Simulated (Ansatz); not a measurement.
Results of LDA (Ansatz, an electronic-structure program, PAW) for antifluorite K₂Te.

Run with plane-wave cutoff 520 eV, 8×8×8 k mesh, Fermi–Dirac smearing 0.01 eV, scalar-relativistic PAW data made under PBE.

A third-order Birch–Murnaghan fit to the energies gives V0 = 41.489 Å³/atom, B0 = 16.8 GPa, B′ = 4.5.

| V (Å³/atom) | P (GPa) |
|---|---|
| 38.979 | ___ |
| 39.809 | ___ |
| 40.638 | 0.365 |
| 41.467 | 0.009 |
| 42.297 | ___ |
| 43.126 | ___ |
| 43.955 | -0.852 |

Task: Estimate the withheld pressures from this fit; the answers are the runs' own values.

Result: 
- 38.979, P (GPa): 1.206
- 39.809, P (GPa): 0.762
- 42.297, P (GPa): -0.310
- 43.126, P (GPa): -0.596

The formula P = (3/2) B0 (x^(7/3) − x^(5/3)) [1 + (3/4)(B′ − 4)(x^(2/3) − 1)] with x = V0/V meets the computed pressures within 0.01 GPa when these rounded values are put in.

Note: the relaxation could not lower the start's symmetry, so the cell can be a saddle point above a distorted one; the volume lies 8 % below that of the published cell.

Spin–orbit coupling is not included.

The computed numbers hold no vibrational or temperature effects.

It cost very roughly 60 core-seconds of CPU time.
